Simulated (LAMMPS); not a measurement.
MD from the crystal across the composition of Pd (fcc) with a share x of Pd sites Pt; each row has its own temperature.

Model: classical MD, pair style eam, the elements' _u3.eam files (universal-3 set of Foiles, Baskes and Daw), run in LAMMPS.

```csv
x,volume,state,enthalpy,T (K)
0.25,15.4671 ± 0.0006 Å³/atom,crystal; no diffusion seen in 30 ps,-3.9991 ± 0.0003 eV/atom,1320
0.5,15.5181 ± 0.0004 Å³/atom,crystal; no diffusion seen in 30 ps,-4.4523 ± 0.0002 eV/atom,1350
0.75,15.5869 ± 0.0005 Å³/atom,crystal; no diffusion seen in 30 ps,-4.9087 ± 0.0003 eV/atom,1390
```

Caution: the random arrangement on this lattice is imposed, and need not be a phase that exists in equilibrium.

Caution: a run this short can hold a crystal over, or a liquid under, the potential's own melting point, which these runs don't give.

States go by the mean squared displacement: a species diffuses where it passes 1.5 Å², still rises and gives D over 1e-6 cm²/s; a crystal has left its structure where atoms lie 0.35 Å off their sites on average or a cubic box changes its shape by 3 %, or the axial ratios of another lie 8 % off the starting cell's, which the potential's own relaxation can also do.

Errors shown are sampling errors alone.
